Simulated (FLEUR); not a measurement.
A user runs FLEUR on La2O3 (P-3m1, 5 atoms in the cell) and asks whether the run is sound. The aim is a self-consistent single point with DFT, PBE, all-electron FLAPW (FLEUR), scalar-relativistic valence.

Cell that was meant: a = 4.0000 Å, b = 4.0000 Å, c = 6.2195 Å, α = 90.00°, β = 90.00°, γ = 120.00°.

Part of the input:

```xml
            <stateOccupation state="(5d3/2)" spinUp="0.2" spinDown="0.2"/>
            <stateOccupation state="(5d5/2)" spinUp="0.3" spinDown="0.3"/>
         </electronConfig>
         <energyParameters s="6" p="7" d="5" f="4"/>
         <lo type="SCLO" l="0" n="5" eDeriv="0"/>
         <lo type="SCLO" l="1" n="5" eDeriv="0"/>
      </species>
[...]
            <stateOccupation state="(2p1/2)" spinUp="0.6666666666667" spinDown="0.6666666666667"/>
            <stateOccupation state="(2p3/2)" spinUp="1.3333333333333" spinDown="1.3333333333333"/>
         </electronConfig>
         <energyParameters s="2" p="3" d="3" f="4"/>
      </species>
   </atomSpecies>
   <atomGroups>
```

Log, with long lists cut:

```
      Welcome to FLEUR        (www.flapw.de)
      MaX-Release 8.1          (www.max-centre.eu)

 ========== k-point set info ==========
 Selected k-point list: default-1
 k-point list type: mesh
 6 x 6 x 3
 Number of k points: 17

 ------------Calculation Setup---------------------------
 Number of basis functions:          670
 Iteration:     1   Distance:      20.93416384 me/bohr^3
 Iteration:     2   Distance:      17.36506758 me/bohr^3
 Iteration:     3   Distance:       6.88941928 me/bohr^3
 Iteration:     4   Distance:       9.16883765 me/bohr^3
 Iteration:     5   Distance:       2.17644345 me/bohr^3
   [... 10 lines left out ...]
 Iteration:    16   Distance:       0.00106503 me/bohr^3
 Iteration:    17   Distance:       0.00011907 me/bohr^3
 Iteration:    18   Distance:       0.00008381 me/bohr^3
 Iteration:    19   Distance:       0.00000923 me/bohr^3
 Reset of history
 Run finished successfully
 Stop message:
   Structural relaxation: new displacements generated

[file out, last iteration]
             iter=     20
[...]
          total density-effective poten   -2.8995442183E+04
          total charge density-energy d   -4.3403489218E+02
 Updated energy parameters for spin:           1
[...]
 fermi energy and band-weighting factors:

[...]
FERMIE:
          first approx. to ef    (T=0)  :   0.301678 htr   (energy of the highest occ. eigenvalue)
          number of occ. states  (T=0)  :        340
          first approx. to seigv (T=0)  :  -2.370758 htr
          sum of weights of occ. states :  20.000000
          sum of semicore charge        :   0.000000 e
FERHIS:  Fermi-Energy by histogram:
   [... lines left out ...]
          bandgap                     :   0.140787 htr
          charge neutrality (T=0)     :   0.000000    (zero if the highest occ. eigenvalue is "entirely" occupied)
 Direct bandgap for spin            1 :   0.14704810575954314       Htr
 ---->    free energy=                    -17221.4650201698 htr
   [... lines left out ...]
 TOTAL FORCE FOR ATOM TYPE=  1  X= -3.779   Y=  2.182   Z= -2.894
                       FX_TOT= 0.000000 FY_TOT= 0.000000 FZ_TOT=-0.006395
 TOTAL FORCE FOR ATOM TYPE=  2  X= -3.779   Y=  2.182   Z=  4.162
                       FX_TOT= 0.000000 FY_TOT= 0.000000 FZ_TOT=-0.001321
 TOTAL FORCE FOR ATOM TYPE=  3  X=  0.000   Y=  0.000   Z=  0.000
                       FX_TOT= 0.000000 FY_TOT= 0.000000 FZ_TOT= 0.000000
```

FLEUR gives forces in its relaxation mode, with a further iteration, so its stop message speaks of a relaxation.

Question: Can these results be used? Check the input.

Answer: The run is not sound. The fault is an energy parameter on the wrong branch. The radial functions are then built about the energy of another principal quantum number. To fix it, restore the quantum number of the valence shell. The run converged in 19 iterations without an error; against the sound input the free energy rises by 28.3 meV/atom, the largest force hardly changes (0.326 to 0.329 eV/Å) and the gap on the mesh goes from 3.843 to 3.831 eV.

An input that runs soundly differs in these lines (not the only fix; some lines may just follow from the change or write a value another way):
```diff
-         <energyParameters s="6" p="7" d="5" f="4"/>
+         <energyParameters s="6" p="6" d="5" f="4"/>
-         <energyParameters s="2" p="3" d="3" f="4"/>
+         <energyParameters s="2" p="2" d="3" f="4"/>
```

With that input, the run converged in 19 iterations: free energy E − TS -468620.0778 eV; top of the valence band (on the code's own zero) 8.20 eV; gap on the k-point mesh 3.84 eV; largest force (vector length) 0.326 eV/Å (DFT, PBE, all-electron FLAPW (FLEUR), scalar-relativistic valence).

On the sound input: the starting cell comes from a database of computed structures (which also holds hypothetical and non-ambient phases and stackings), without a prior relaxation at this level. Its lattice was rescaled by a random factor within 2.5 % of one. Values depend on the basis (sphere radii, cutoffs, local orbitals), which need not be converged.
